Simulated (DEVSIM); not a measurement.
Structure: Schottky contact on n-type In0.53Ga0.47As, at 300 K.

Layer 1 from the left is In0.53Ga0.47As, thickness (μm) 2.10, Nd (cm⁻³) 1.2e16, τn (s) 1.5e-9, τp (s) 1.5e-9.

Left contact: Schottky, work function 4.83 eV, emission velocity 2.7e6 cm/s. Right contact: ohmic. Voltage is applied to the left contact. Recombination: SRH at mid-gap. Mobility is μmin + (μ − μmin)/(1 + (N/Nref)^α).

This is a model device: material constants are rounded textbook-type values typed into the input, and sizes, dopings and lifetimes were drawn at random. Values at 300 K.

In0.53Ga0.47As: gap (eV) 0.74, affinity (eV) 4.51, permittivity 13.9, Nc (cm⁻³) 2.1e17, Nv (cm⁻³) 7.7e18, μn (cm²/Vs) 12000, μp (cm²/Vs) 300, μn,min 300, μp,min 10, Nref,n 1.3e17, Nref,p 4.9e17, αn 0.48, αp 0.4.

Estimate by hand the built-in potential, the peak field at zero bias, the capacitance at -1 V, and compare with a numerical solution.


- Built-in potential: barrier φB = 0.320 eV; Vbi = φB − kT/q ln(N_band/N) = 0.246 V; numerical 0.246 V.
- Peak field at zero bias: depletion approximation: W = √(2εVbi/(qN)) = 0.177 μm with N = 1.20e16 cm⁻³; field = 2Vbi/W = 27700 V/cm; numerical 26200 V/cm (estimate above by 6.0 %).
- Capacitance at -1 V: C = √(qεN / 2(Vbi + |V|)) = 30.8 nF/cm²; numerical 31.1 nF/cm² (estimate below by 1.0 %).

Model (solved in DEVSIM): 1D drift-diffusion, Boltzmann statistics, complete ionisation; no tunnelling, impact ionisation, image-force lowering or self-heating. Metal contacts follow the ideal Schottky-Mott rule: no Fermi-level pinning, no interface dipoles.
